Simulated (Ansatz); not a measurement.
# How the equilibrium lattice constant a of SnSe2 (model structure, started from the CdCl2 type, R-3m, No. 166, 3 atoms in the cell) moves with the method

No measured value is used here.

### Question
Put these levels in order of the equilibrium lattice constant a that they give for SnSe2 (model structure, started from the CdCl2 type, R-3m, No. 166, 3 atoms in the cell), smallest first: PBE (Ansatz, a program for electronic structure), PBE-D3(BJ) (Ansatz), PBEsol (Ansatz).

### Answer
PBEsol (3.812 Å), PBE-D3(BJ) (3.833 Å), PBE (3.870 Å)

Ansatz's density-functional and Hartree–Fock values are scalar-relativistic unless marked +SOC, with PAW data made under PBE.

A model structure was made by putting elements into a prototype or built by hand; it is no filed structure, need not be a known phase, and can be a saddle point held by its symmetry.
